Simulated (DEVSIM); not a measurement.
Structure: Schottky contact on n-type β-Ga2O3, at 300 K.

Layer 1 from the left is β-Ga2O3, thickness (μm) 7.90, Nd (cm⁻³) 2e16, τn (s) 2.5e-8, τp (s) 2.5e-8.

Left contact: Schottky, work function 4.93 eV, emission velocity 2e6 cm/s. Right contact: ohmic. Voltage is applied to the left contact. Recombination: SRH at mid-gap, radiative, Auger. Mobility is μmin + (μ − μmin)/(1 + (N/Nref)^α).

This is a model device: material constants are rounded textbook-type values typed into the input, and sizes, dopings and lifetimes were drawn at random. Values at 300 K.

β-Ga2O3: gap (eV) 4.8, affinity (eV) 4, permittivity 10, Nc (cm⁻³) 3.7e18, Nv (cm⁻³) 5e20, μn (cm²/Vs) 160, μp (cm²/Vs) 1, μn,min 20, μp,min 0.1, Nref,n 1e18, Nref,p 1e18, αn 0.8, αp 0.8, B (cm³/s) 1e-12, Cn (cm⁶/s) 1e-31, Cp (cm⁶/s) 1e-31.

### Question
Estimate by hand the built-in potential, the peak field at zero bias, the capacitance at -0.6 V, and compare with a numerical solution.

### Answer

- Built-in potential: barrier φB = 0.930 eV; Vbi = φB − kT/q ln(N_band/N) = 0.795 V; numerical 0.795 V.
- Peak field at zero bias: depletion approximation: W = √(2εVbi/(qN)) = 0.210 μm with N = 2.00e16 cm⁻³; field = 2Vbi/W = 75900 V/cm; numerical 74400 V/cm (estimate above by 1.9 %).
- Capacitance at -0.6 V: C = √(qεN / 2(Vbi + |V|)) = 31.9 nF/cm²; numerical 32.2 nF/cm² (estimate below by 0.92 %).

Model (solved in DEVSIM): 1D drift-diffusion, Boltzmann statistics, complete ionisation; no tunnelling, impact ionisation, image-force lowering or self-heating. Metal contacts follow the ideal Schottky-Mott rule: no Fermi-level pinning, no interface dipoles.
